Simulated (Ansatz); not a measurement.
Several settings converged on ZrTiTe4 (Pm, 6 atoms in the cell)

```
ZrTiTe4
1.0
    6.77217     0.00000     0.00000
    0.00000     3.91310     0.00000
   -0.01398     0.00000     6.84798
Zr Ti Te
1 1 4
Cartesian
  3.38609   1.95655   0.05000
  0.00000   0.00000   0.00000
  5.71517   1.95655   1.69172
  1.04302   1.95655   5.15626
  2.18885   0.00000   1.75048
  4.56934   0.00000   5.09750
```

Base method: PBEsol, default PAW files made with PBE (plane waves; Ansatz, a program for electronic structure).

Base settings: basis.ecutwfc = 30.9 Ry; kpoints.mp_grid.grid = 2 3 2; hamiltonian.xc = pbesol; hamiltonian.pseudopotentials = {kind: paw} (the program's default PAW files); scf.occupations.method = gaussian; scf.occupations.width = 0.0073 Ry.

The count of work is k-points × plane waves × bands × iterations; it is no time. Core times come from one kind of shared machine, to one figure; runs under 30 s give none.

**The cutoff for other potential files**

Level: DFT, PBEsol, plane waves, harder PAW files (source: ansatz) made with PBE.

In this ladder: hamiltonian.pseudopotentials = {kind: paw, source: ansatz}.

The second cell is the first with its lattice scaled by 0.98.

The mesh stays at the base's, so the ladder's end is converged at best in this setting alone.

The first pressure column holds Ansatz's estimate of the finite-basis (Pulay) stress, which hides part of the cutoff error; the other is without it.

Only quantities that move along the ladder and can be compared are tabulated.

| basis.ecutwfc | free energy less the last step's (meV/atom) | energy of the compressed cell less the first (meV/atom) | pressure (GPa) | pressure without the Pulay estimate (GPa) | largest difference of a force vector from the last step's (eV/Å) | count of work / last |
|---|---|---|---|---|---|---|
| 24.6 Ry | 6189.29 | 57.97 | -3.38 | -165.10 | 0.161 | 0.11 |
| 29.8 Ry | 1153.56 | -1.59 | -2.42 | -45.17 | 0.017 | 0.14 |
| 38.2 Ry | 32.37 | -5.89 | -2.35 | -4.60 | 0.004 | 0.21 |
| 46.3 Ry | 0.86 | -6.40 | -2.34 | -2.35 | 0.000 | 0.27 |
| 54.4 Ry | 0.46 | -6.41 | -2.34 | -2.34 | 0.000 | 0.35 |
| 65.4 Ry | 0.31 | -6.41 | -2.34 | -2.34 | 0.000 | 0.46 |
| 81.6 Ry | 0.12 | -6.41 | -2.34 | -2.34 | 0.000 | 0.65 |
| 108.8 Ry | 0.00 | -6.41 | -2.34 | -2.34 | 0.000 | 1.0 |

Coarsest basis.ecutwfc that holds the forces within 0.01 eV/Å of the last step, with all finer ones: 38.2 Ry, at 0.21 of the last step's count of work; the step before is off by 0.017 eV/Å.

Coarsest basis.ecutwfc that holds the pressure without the Pulay estimate within 0.1 GPa of the last step, with all finer ones: 46.3 Ry, at 0.27 of the last step's count of work; the step before is off by 2.3 GPa.

Coarsest basis.ecutwfc that holds the free energy within 1 meV/atom of the last step, with all finer ones: 46.3 Ry, at 0.27 of the last step's count of work; the step before is off by 32 meV/atom.

The energy difference between the two cells stays within 1 meV/atom of the last step's from 38.2 Ry on, the total only from 46.3 Ry on: much of the error is common to both cells and cancels.

At the lowest cutoff the pressure without the Pulay estimate lies 163 GPa under the last step's, the usual sign of Pulay stress in an incomplete plane-wave basis.

**The relaxed cell against the cutoff**

On ZrTiTe4 (P2/m, 6 atoms in the cell): atoms on their sites.

In this ladder: relax = cell and atoms.

The mesh stays at the base's, so the ladder's end is converged at best in this setting alone.

Only quantities that move along the ladder and can be compared are tabulated.

```csv
basis.ecutwfc,relaxed volume (Å³/atom),relaxation steps,core time / last (rough)
18.4 Ry,27.623,54,1
21.7 Ry,27.178,22,0.6
26.1 Ry,27.223,9,0.4
30.9 Ry,27.180,8,0.5
37.1 Ry,27.171,8,0.7
46.3 Ry,27.170,8,0.7
61.7 Ry,27.167,8,1
```

Coarsest basis.ecutwfc that holds the relaxed volume within 0.136 Å³/atom of the last step, with all finer ones: 21.7 Ry; the step before is off by 0.46 Å³/atom.

At the lowest cutoff the cell relaxes to a volume 1.7 % larger than at the highest. Ansatz relaxes on a stress corrected for the finite basis.

On the base run: the starting cell comes from a database of computed structures (which also holds hypothetical and non-ambient phases and stackings), without a prior relaxation at this level. Its lattice was rescaled by up to half a per cent. One atom was moved a little off its site on purpose. Spin polarisation is off, so a magnetic state, if there is one, cannot be reached. Without a gap this mesh is coarse (it stands for a supercell whose shortest vector is 12 Å).

Left out of this page: 1 run of the series failed or unconverged.

Keys are those of Ansatz 0.2.
